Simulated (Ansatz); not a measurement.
Amorphous Si24O47F2, 73 atoms at 2.09 g/cm³, one PBE-relaxed geometry, zone centre. Methods: PBE, scalar-relativistic without spin-orbit coupling (Ansatz, an electronic-structure program); r2SCAN, scalar-relativistic without spin-orbit coupling (Ansatz). Plane waves to 420 eV (r2SCAN 500 eV). At PBE the levels at the filled edge of the gap are localised (band-tail or defect states). All rungs ran without spin polarisation.

The cell was made by melting and quenching with the CHGNet potential and then relaxed with DFT. O and F atoms were pushed apart under 1.9 Å during the dynamics, to hinder bonds among them. The hot cell started wider than the set density and was brought back towards it in steps. It is the lowest in DFT energy of 2 quenches. It is a model cell: composition and starting density were chosen by hand, and all elements were melted together. No dispersion term was used. Its density started from a set value of 2.19 and ended at 2.09 g/cm³. The quench (nominally 88 K/ps over its main leg) was far faster than any real one, so the model tends to hold more defects than a real film. A cell of this size samples the disorder only roughly. The volume was free in the relaxation, at fixed shape. Stress components on the final sampling reach 2.6 GPa.

The relaxation ran on the zone centre alone. At PBE the level gap is 5.27 eV on a 2×2×2 Γ-centred mesh, and the spacing at the zone centre alone 5.28 eV.

What zone-centre spacing does r2SCAN give, roughly?

6.02 eV (+0.73 eV against PBE).

The highest filled and the lowest empty state spread over these numbers of atoms (participation numbers): PBE: 14.1 and 46.9; r2SCAN: 14.1 and 51.5.
